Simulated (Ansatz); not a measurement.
**AlP: pressure series**

Consider AlP in the zinc blende structure (space group F-43m, No. 216; a = 5.508 Å).

Cell and atoms are relaxed at each pressure.

All numbers come from DFT with PBE, PAW potentials and a 420 eV plane-wave cutoff in Ansatz (a program for electronic structure), scalar-relativistic without spin-orbit coupling.

Notes on the quantities. hole mass: degenerate bands, along [100].

| variant | smallest direct gap | band gap | electron mass | lattice parameter a | hole mass |
|---|---|---|---|---|---|
| base | 3.09 eV | 1.63 eV | 0.81 mₑ along k, 0.25 mₑ across (at X) | 5.508 Å | 0.19, 0.56, 0.56 mₑ (at Γ) |
| pressure −2 GPa | 2.87 eV | 1.68 eV | 0.84 mₑ along k, 0.26 mₑ across (at X) | 5.554 Å | 0.18, 0.57, 0.57 mₑ (at Γ) |
| pressure −1 GPa | 2.98 eV | 1.66 eV | 0.82 mₑ along k, 0.25 mₑ across (at X) | 5.530 Å | 0.19, 0.57, 0.57 mₑ (at Γ) |
| pressure 0.9 GPa | 3.18 eV | 1.61 eV | 0.80 mₑ along k, 0.25 mₑ across (at X) | 5.488 Å | 0.20, 0.56, 0.56 mₑ (at Γ) |
| pressure 2.1 GPa | 3.29 eV | 1.59 eV | 0.79 mₑ along k, 0.25 mₑ across (at X) | 5.464 Å | 0.20, 0.55, 0.55 mₑ (at Γ) |
| pressure 4.5 GPa | 3.51 eV | 1.54 eV | 0.81 mₑ along k, 0.25 mₑ across (at X) | 5.418 Å | 0.21, 0.55, 0.55 mₑ (at Γ) |
| pressure 9 GPa | 3.68 eV | 1.45 eV | 0.74 mₑ along k, 0.24 mₑ across (at X) | 5.345 Å | 0.22, 0.53, 0.53 mₑ (at Γ) |
| pressure 15 GPa | 3.67 eV | 1.34 eV | 0.71 mₑ along k, 0.23 mₑ across (at X) | 5.262 Å | 0.24, 0.52, 0.52 mₑ (at Γ) |
| pressure 22.5 GPa | 3.66 eV | 1.21 eV | 0.69 mₑ along k, 0.23 mₑ across (at X) | 5.176 Å | 0.25, 0.50, 0.50 mₑ (at Γ) |
| pressure 30 GPa | 3.64 eV | 1.10 eV | 0.67 mₑ along k, 0.22 mₑ across (at X) | 5.104 Å | 0.27, 0.49, 0.49 mₑ (at Γ) |

Load acts through the strain it causes; cell and atoms are relaxed under it. Effective masses come from finite differences of ±0.01 Å⁻¹. Along k means along the line from Γ to the band edge. No phonon test of stability was made. Measured, AlP leaves this structure (for the NiAs type) near 14.2 GPa (temperature not stated; as listed in Datta, Sujoy, Jana, Debnarayan, arXiv (2020)), on rising pressure, with hysteresis.
